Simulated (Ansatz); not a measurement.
Consider interstitial Lu in monoclinic HfO2, charge state +3. Computed with PBE, PAW (plane waves to 420 eV; Ansatz, a quantum-chemistry and plane-wave program).

Settings: 96 host sites, the relaxed PBE lattice, the Γ point alone, smearing 0.01 eV, spin-restricted, no image-charge correction. Static, classical nuclei. Spin-orbit coupling is left out. The charge state is imposed; whether it is stable for some Fermi level was not computed. Sites that were not tried may lie lower.

Barriers: single points on a 2×2×2 k-point mesh shifted by half a step at the bands' geometries.

The step: several atoms move together, Lu the farthest. Atoms about the jump, Cartesian Å from the middle of the jump, before and after:

```csv
atom,x0,y0,z0,x1,y1,z1
Lu1,-0.22,-1.09,1.32,0.22,1.09,-1.32
O2,1.00,0.47,0.77,0.83,0.46,0.74
O3,-1.35,-0.12,-0.56,-1.53,0.01,-0.69
O4,0.49,-2.28,-0.23,0.37,-2.22,-0.23
O5,1.38,-0.43,-1.81,1.44,-0.47,-1.87
Hf6,-0.40,-1.55,-2.08,-0.44,-1.70,-2.11
Hf7,-0.88,1.70,0.53,-1.14,1.56,0.94
Hf8,2.37,-1.09,-0.07,2.12,-1.14,0.10
O9,-1.94,-2.72,-1.06,-2.00,-2.67,-1.11
O10,-1.98,-0.01,1.95,-2.03,0.02,1.93
O11,-1.11,-0.02,-3.38,-0.90,0.12,-3.20
O12,0.81,2.18,-2.84,0.93,2.28,-2.87
Hf13,-3.18,-1.10,0.14,-3.16,-1.10,0.15
O14,0.35,3.05,-0.22,0.32,2.97,-0.21
```

### Question
Give the saddle-point geometry and the barrier.

### Answer

| atom | x | y | z |
|---|---|---|---|
| Lu1 | -0.09 | -0.26 | -0.51 |
| O2 | 1.04 | 0.52 | 0.84 |
| O3 | -1.96 | 0.48 | -0.66 |
| O4 | 0.50 | -2.18 | -0.15 |
| O5 | 1.40 | -0.57 | -1.91 |
| Hf6 | -0.38 | -1.86 | -2.55 |
| Hf7 | -1.14 | 1.92 | 0.76 |
| Hf8 | 2.44 | -1.22 | 0.13 |
| O9 | -1.82 | -2.44 | -1.24 |
| O10 | -1.90 | 0.09 | 1.82 |
| O11 | -1.07 | -0.12 | -3.41 |
| O12 | 0.73 | 2.06 | -2.71 |
| Hf13 | -3.27 | -1.04 | 0.12 |
| O14 | 0.27 | 3.07 | -0.13 |
It lies 4.09 eV above the start and 4.09 eV above the end. The saddle point's order was not checked.
